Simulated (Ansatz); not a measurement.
Consider a periodic stack without vacuum, fcc Al (1 1 0) on polar orthorhombic HfO2 (1 1 0) (film strained to the substrate, started from cuts of the bulks and a machine-learned relaxation; slabs Hf16O32 and Al24, which can lie off the formulas): substrate slab Hf16O32, film Al24, surface cells [[0, 1], [-1, 0]] and [[-1, 2], [-1, -1]], film strained by +3.0 and +4.7 %, outermost planes O/O and Al/Al as cut, which need not be the usual terminations and can put a slab off its formula. Its start:

```yaml
crystal:
  lattice:
    - [7.32944, 0.00000, -0.00542]
    - [0.00000, 5.10122, -0.00920]
    - [1.20121, 2.07564, 27.44833]
  atoms:
    - { symbol: Hf, position: [0.86171, 0.20219, 0.05814] }
    - { symbol: Hf, position: [0.53655, 0.69263, 0.12805] }
    - { symbol: Hf, position: [0.02563, 0.69199, 0.12209] }
    - { symbol: Hf, position: [0.32192, 0.24050, 0.05307] }
    - { symbol: O, position: [0.39719, 0.05976, 0.11557] }
    - { symbol: O, position: [0.27218, 0.54257, 0.14448] }
    - { symbol: O, position: [0.47381, 0.58946, 0.05747] }
    - { symbol: O, position: [0.60696, 0.09231, 0.03300] }
    - { symbol: O, position: [0.78036, 0.44869, 0.11224] }
    - { symbol: O, position: [0.77526, 0.94309, 0.12075] }
    - { symbol: O, position: [0.08309, 0.96964, 0.06367] }
    - { symbol: O, position: [0.08669, 0.45842, 0.06358] }
    - { symbol: Hf, position: [0.30261, 0.16811, 0.18675] }
    - { symbol: Hf, position: [0.99777, 0.63623, 0.26089] }
    - { symbol: Hf, position: [0.48282, 0.64123, 0.25662] }
    - { symbol: Hf, position: [0.79101, 0.17483, 0.18297] }
    - { symbol: O, position: [0.84778, 0.99186, 0.24757] }
    - { symbol: O, position: [0.72631, 0.48041, 0.27656] }
    - { symbol: O, position: [0.93723, 0.51867, 0.19288] }
    - { symbol: O, position: [0.06133, 0.03785, 0.16331] }
    - { symbol: O, position: [0.25050, 0.39507, 0.24642] }
    - { symbol: O, position: [0.22921, 0.89195, 0.25168] }
    - { symbol: O, position: [0.53194, 0.91087, 0.19457] }
    - { symbol: O, position: [0.55576, 0.41529, 0.18979] }
    - { symbol: Hf, position: [0.76064, 0.11438, 0.31880] }
    - { symbol: Hf, position: [0.45275, 0.58857, 0.39265] }
    - { symbol: Hf, position: [0.94038, 0.58844, 0.38843] }
    - { symbol: Hf, position: [0.24690, 0.11540, 0.31456] }
    - { symbol: O, position: [0.30946, 0.94496, 0.38107] }
    - { symbol: O, position: [0.18240, 0.43882, 0.41165] }
    - { symbol: O, position: [0.39287, 0.46627, 0.32668] }
    - { symbol: O, position: [0.51730, 0.97835, 0.29619] }
    - { symbol: O, position: [0.70843, 0.34094, 0.37908] }
    - { symbol: O, position: [0.68731, 0.83713, 0.38406] }
    - { symbol: O, position: [0.99267, 0.85701, 0.32726] }
    - { symbol: O, position: [0.01299, 0.35855, 0.32261] }
    - { symbol: Hf, position: [0.21439, 0.06082, 0.45366] }
    - { symbol: Hf, position: [0.90919, 0.56689, 0.52137] }
    - { symbol: Hf, position: [0.37807, 0.52458, 0.51623] }
    - { symbol: Hf, position: [0.70694, 0.06145, 0.44678] }
    - { symbol: O, position: [0.77959, 0.89869, 0.51013] }
    - { symbol: O, position: [0.63067, 0.44223, 0.54854] }
    - { symbol: O, position: [0.84335, 0.42192, 0.45930] }
    - { symbol: O, position: [0.97596, 0.93257, 0.42687] }
    - { symbol: O, position: [0.16041, 0.29070, 0.51199] }
    - { symbol: O, position: [0.15625, 0.77682, 0.51167] }
    - { symbol: O, position: [0.45716, 0.80692, 0.46128] }
    - { symbol: O, position: [0.46945, 0.30822, 0.45625] }
    - { symbol: Al, position: [0.99497, 0.58277, 0.65761] }
    - { symbol: Al, position: [0.31471, 0.29408, 0.66477] }
    - { symbol: Al, position: [0.67388, 0.86783, 0.66016] }
    - { symbol: Al, position: [0.99546, 0.10316, 0.62313] }
    - { symbol: Al, position: [0.32625, 0.81770, 0.62541] }
    - { symbol: Al, position: [0.63653, 0.38189, 0.61523] }
    - { symbol: Al, position: [0.69818, 0.84551, 0.76803] }
    - { symbol: Al, position: [0.03327, 0.50360, 0.75992] }
    - { symbol: Al, position: [0.36588, 0.19945, 0.76323] }
    - { symbol: Al, position: [0.71085, 0.34138, 0.71561] }
    - { symbol: Al, position: [0.04075, 0.01088, 0.72033] }
    - { symbol: Al, position: [0.37650, 0.71820, 0.72317] }
    - { symbol: Al, position: [0.35325, 0.14802, 0.86132] }
    - { symbol: Al, position: [0.67867, 0.80249, 0.87458] }
    - { symbol: Al, position: [0.02588, 0.48421, 0.86109] }
    - { symbol: Al, position: [0.36309, 0.66856, 0.82287] }
    - { symbol: Al, position: [0.69478, 0.33169, 0.81845] }
    - { symbol: Al, position: [0.02154, 0.99751, 0.82027] }
    - { symbol: Al, position: [0.95222, 0.49915, 0.95692] }
    - { symbol: Al, position: [0.27345, 0.17705, 0.95588] }
    - { symbol: Al, position: [0.56621, 0.79485, 0.99972] }
    - { symbol: Al, position: [0.96303, 0.00124, 0.92126] }
    - { symbol: Al, position: [0.33087, 0.68202, 0.92697] }
    - { symbol: Al, position: [0.63456, 0.29935, 0.91996] }
```

The start was prepared with a machine-learned potential, and the result is one local minimum, with the in-plane cell held and forces under 0.04 eV/Å; the film can end far from its bulk form.

All values below come from PBE (plane waves to 420 eV, PAW; Ansatz, an electronic-structure program). Spin–orbit coupling is left out; the runs are not spin-polarised; PBE gaps are too small against experiment. Its k-point mesh 4×5×1, Fermi–Dirac width 0.05 eV.

Problem. Predict the relaxed interface.

Solution. interface area: 37.4 Å²
period: 27.42 Å
heights between the nearest atoms of the two slabs at the two interfaces: 1.77 and 0.85 Å
Al–Hf contacts across the interfaces within 1.22 times the sum of covalent radii: 10, mean 3.28 Å
Al–O contacts across the interfaces within 1.22 times the sum of covalent radii: 3, mean 1.82 Å
